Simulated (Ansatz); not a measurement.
Response to strain in Mo

Start from Mo in the bcc (W type) structure (space group Im-3m, No. 229; a = 3.112 Å; relaxed with 0.1 eV smearing). Axes: x, y, z lie along the cube axes.

Strains are applied to the cell and any free atomic positions relax; under biaxial strain the out-of-plane vector relaxes too.

Level of theory: LDA (Ansatz, a program for electronic structure; PAW; 420 eV plane waves; without spin-orbit coupling).

Notes on the quantities. energy relative to the base: free energy F.

```csv
"biaxial strain, plane normal [001], relaxed out of plane (%)",energy relative to the base (meV/atom)
-3,50.4
-2.5,34.8
-2,22.1
-1.5,12.4
-1,?
-0.5,1.3
0,0.0
```

Q: Fit ΔE = Aε² + Bε³ (ε in %) to the rows shown and predict the withheld row.

A: Least squares on the printed values gives A = 5.39 and B = -0.069 meV/atom (largest residual 0.1 meV/atom); this predicts 5.5 meV/atom, and the run gives 5.4 meV/atom, in agreement.

Whether these cells are dynamically stable was not tested. All final runs are without spin polarisation.
